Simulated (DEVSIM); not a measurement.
System: illuminated Si p-on-n cell, one wavelength, at 300 K.

Layer 1 from the left is Si, thickness (μm) 0.590, Na (cm⁻³) 7.5e18, τn (s) 4.3e-8, τp (s) 3.2e-8, absorption coefficient (cm⁻¹) 15000. Layer 2 from the left is Si, thickness (μm) 110, Nd (cm⁻³) 1.4e16, τn (s) 1e-7, τp (s) 1e-7, absorption coefficient (cm⁻¹) 15000.

Left contact: ohmic, minority electron recombination velocity 2e5 cm/s. Right contact: ohmic, minority hole recombination velocity 100 cm/s. Voltage is applied to the left contact. Recombination: SRH at mid-gap, radiative, Auger. Light enters at the left, 2.9e16 photons cm⁻² s⁻¹, one pass, no reflection. Mobility is μmin + (μ − μmin)/(1 + (N/Nref)^α).

This is a model device: material constants are rounded textbook-type values typed into the input, and sizes, dopings and lifetimes were drawn at random. Values at 300 K.

Si: gap (eV) 1.124, affinity (eV) 4.05, permittivity 11.7, Nc (cm⁻³) 2.86e19, Nv (cm⁻³) 3.1e19, μn (cm²/Vs) 1417, μp (cm²/Vs) 470, μn,min 52, μp,min 45, Nref,n 9.7e16, Nref,p 2.2e17, αn 0.68, αp 0.72, B (cm³/s) 4.7e-15, Cn (cm⁶/s) 2.8e-31, Cp (cm⁶/s) 9.9e-32.

Model (solved in DEVSIM): 1D drift-diffusion, Boltzmann statistics, complete ionisation; no tunnelling, impact ionisation, image-force lowering or self-heating.

Dark forward current:

```csv
|V| (V),|J| (A/cm²)
0.05,3.519e-8
0.10,1.251e-7
0.15,3.727e-7
0.20,1.076e-6
0.25,3.160e-6
0.30,9.825e-6
0.35,3.422e-5
0.40,0.0001415
0.45,0.0007078
0.50,0.004109
0.55,0.02599
0.60,0.1680
0.65,0.9778
0.70,3.909
0.75,9.771
0.80,18.05
0.85,28.24
0.90,40.09
0.95,53.54
1.00,68.65
1.05,85.58
1.10,104.6
1.15,126.1
1.20,150.9
1.25,179.8
1.30,214.3
```

Problem. Work out the local ideality factor n = ΔV / (kT/q · ln(J2/J1)) between the rows 0.15 and 0.20 V, 0.55 and 0.60 V, 1.25 and 1.30 V.

Solution. kT/q = 25.85 mV. From 0.15 to 0.20 V: ln(1.076e-6/3.727e-7) = 1.060, n = 1.82. From 0.55 to 0.60 V: ln(0.1680/0.02599) = 1.866, n = 1.04, near the 1 of diffusion or emission over a barrier. From 1.25 to 1.30 V: ln(214.3/179.8) = 0.176, n = 11.02.

Problem. What current could the absorbed light give at most, and what share is collected?

Solution. Σ αd = 166, so qΦ(1 − exp(−Σ αd)) = 4.65 mA/cm². The simulated short-circuit current is 3.327 mA/cm², a share of 0.72.

Problem. Estimate the open-circuit voltage by superposition: the voltage at which the dark current equals that short-circuit current.

Solution. Interpolating ln J in the table gives 0.494 V. The simulation gives 0.494 V, the same within the digits that matter. Superposition holds where collection doesn't change with voltage.

Problem. Estimate the fill factor from FF0 = (v − ln(v + 0.72))/(v + 1), v = qVoc/(nkT), with n from the dark curve.

Solution. The rows about Voc, 0.45 and 0.50 V, give n = 1.10, so v = 17.4 and FF0 = 0.788. The simulation gives 0.782, the same within the digits that matter.
